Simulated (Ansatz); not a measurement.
Worked example: self-consistent single point of CaCd2As2 (P1, 5 atoms in the cell) in Ansatz (a quantum-chemistry and plane-wave program).

Level of theory: LDA (PW92), PAW files made with PBE (plane waves; Ansatz).

The change in words: atoms moved at random. Reference geometry:
```
CELL_PARAMETERS angstrom
      4.41388     0.00000     0.00000
     -2.20694     3.82253     0.00000
      0.00000     0.00000     7.20606
ATOMIC_POSITIONS crystal
  Ca 0.00000 0.00000 0.00000
  Cd 0.33333 0.66667 0.63325
  Cd 0.66667 0.33333 0.36675
  As 0.33333 0.66667 0.23766
  As 0.66667 0.33333 0.76234
```

Reference input (self-consistent single point, DFT, LDA (PW92), plane waves, PAW files made with PBE): kpoints.mp_grid.grid = 7 7 4; hamiltonian.xc = lda; hamiltonian.pseudopotentials = {kind: paw} (the program's default PAW files); scf.occupations.method = fermi_dirac; scf.occupations.width = 0.05 eV. This run's input differs from it in these lines:

Ansatz 0.2 input:
```diff
@@ -6,7 +6,7 @@
   atoms:
-    - { symbol: Ca, position: [0.00000000, 0.00000000, 0.00000000] }
-    - { symbol: Cd, position: [0.33333300, 0.66666700, 0.63325000] }
-    - { symbol: Cd, position: [0.66666700, 0.33333300, 0.36675000] }
-    - { symbol: As, position: [0.33333300, 0.66666700, 0.23766000] }
-    - { symbol: As, position: [0.66666700, 0.33333300, 0.76234000] }
+    - { symbol: Ca, position: [0.00089500, -0.00597300, 0.00208900] }
+    - { symbol: Cd, position: [0.32222400, 0.65351000, 0.62749300] }
+    - { symbol: Cd, position: [0.66758400, 0.34325600, 0.37292600] }
+    - { symbol: As, position: [0.34307500, 0.66823200, 0.23434100] }
+    - { symbol: As, position: [0.66622200, 0.34097400, 0.76315100] }
 kpoints:
```

Output, abridged:

```
SCF iter   1: F=—  HF=-27560.731475 eV  |F-HF|=—  |Δ(HF+E_count)|=         —  Δρ=4.48e-2  dr2=9.13e0  ethr=3.10e-3  ⟨swp⟩=9.2  Hψ=20322  notcnv=0
all-band conjugate gradients solve this SCF's bands
preconditioner: auto → Kerker (q_TF=auto, 2.544 Å⁻¹)
SCF iter   2: F=—  HF=-27559.463456 eV  |F-HF|=—  |Δ(HF+E_count)|=    1.27e0  Δρ=2.31e-2  dr2=3.03e0  ethr=3.10e-3  ⟨swp⟩=3.0  Hψ=8811  notcnv=0  defer=97
   [... lines left out ...]
SCF iter   9: F=—  HF=-27558.773592 eV  |F-HF|=—  |Δ(HF+E_count)|=   1.46e-6  Δρ=5.04e-5  dr2=6.83e-6  ethr=5.85e-8  ⟨swp⟩=3.0  Hψ=7719  notcnv=0  defer=148
SCF iter  10: F=—  HF=-27558.773591 eV  |F-HF|=—  |Δ(HF+E_count)|=   6.49e-7  Δρ=2.00e-5  dr2=6.82e-7  ethr=8.53e-9  ⟨swp⟩=2.0  Hψ=5199  notcnv=0  defer=148
SCF iter  11: F=—  HF=-27558.773591 eV  |F-HF|=—  |Δ(HF+E_count)|=   3.29e-8  Δρ=4.79e-6  dr2=1.04e-7  ethr=8.53e-10  ⟨swp⟩=2.0  Hψ=6390  notcnv=0  defer=148
SCF iter  12: F=-27558.773591 eV  HF=-27558.773591 eV  |F-HF|=2.31e-8  |Δ(HF+E_count)|=   8.70e-9  Δρ=2.46e-6  dr2=3.00e-8  ethr=1.25e-10  ⟨swp⟩=11.3  Hψ=18776  notcnv=0
SCF 1 converged in 12 iterations: F = -27558.773591 eV  dr2 = 3.00e-8
Free energy (F): -27558.773591 eV
Internal energy: -27558.772613 eV  (E = F + TS)
E sigma→0 (E₀):  -27558.773102 eV
Entropy (-TS):   -0.000978 eV (-0.196 meV/atom)
Fermi energy:    9.858628 eV
--- Forces (eV/Å), atoms counted from 1 ---
  atom   1  Ca    -0.01072874     0.07332697    -0.04895814
  atom   2  Cd     0.00103597     0.25476108     0.12094140
  atom   3  Cd     0.17943512    -0.16224704    -0.13712233
  atom   4  As    -0.21024354     0.08964922     0.17276634
  atom   5  As     0.04050244    -0.25548990    -0.10749349
--- Stress (GPa, compression-positive) ---
       -3.708068      -0.135201       0.112374
       -0.135201      -4.465098      -0.277877
        0.112374      -0.277877      -3.991470
  P = ⅓ Tr σ = -4.0549 GPa (-40.549 kbar)
  The stress holds the Pulay correction. Without it, at fixed plane waves, as pw.x and ABINIT print it: P = -4.0742 GPa
```

The run converged in 12 iterations. Against the reference run the free energy goes up by 6.1 meV/atom, the pressure stays near -4.05 GPa while the yy stress (positive for compression) goes from -4.08 to -4.47 GPa and the largest force goes from 0.085 to 0.287 eV/Å.

The starting cell comes from a database of computed structures (which also holds hypothetical and non-ambient phases and stackings), without a prior relaxation at this level. For this run, on top of that: atoms moved at random. With a pressure of about -4 GPa the cell is away from its equilibrium volume at this level. Ansatz's pressure includes its estimate of the finite-basis (Pulay) stress. The run gives no clean gap (levels at the Fermi energy touch, overlap or are partly filled at this smearing), which alone does not show that the compound is a metal.

Cost on one core of a shared machine: roughly 40 s.
